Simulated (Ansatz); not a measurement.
Cost and result by functional for the surface energy of the (332) surface of silicon in its 1x1 cell, relaxed from an ideal cut (the real face may reconstruct), outermost plane spacing 0.58 Å in the ideal cut (in the relaxation 2 Si–Si bonds formed; like top atoms buckled by 0.3 Å), in Ansatz (plane waves, PAW). Single points on the PBE structure, on one kind of machine; costs are rough ratios of the slab run's core time (references not counted) to the cheapest single point. r2SCAN's cost holds its higher cutoff (500 against 420 eV). Differences are taken against r2SCAN for comparison alone: no measured value is at hand, so the table doesn't rank accuracy.

Model: 40-atom slab, 11.1 Å thick at the start, 7x2x1 mesh, Fermi-Dirac 0.025 eV, dipole correction, all atoms relaxed; held to the start's symmetry, so lower structures may exist; no spin (no spin-polarised run to compare, though such a face may carry moments), no spin-orbit, no U. The slab shows no gap on its mesh. These notes are the PBE run's.

| functional | relative cost | surface energy (J/m²) | less r2SCAN (J/m²) |
|---|---|---|---|
| LDA | 1 | 1.69 | -0.08 |
| PBEsol | 1 | 1.61 | -0.16 |
| RPBE | 1 | 1.44 | -0.33 |
| r2SCAN | 2 | 1.77 | 0.00 |
| PBE (the relaxed run's value) | – | 1.53 | -0.24 |

The values span 0.33 J/m², while the single points' costs differ by a factor of roughly 2. Differences are of unrounded values.

Ansatz is a quantum-chemistry and plane-wave program.
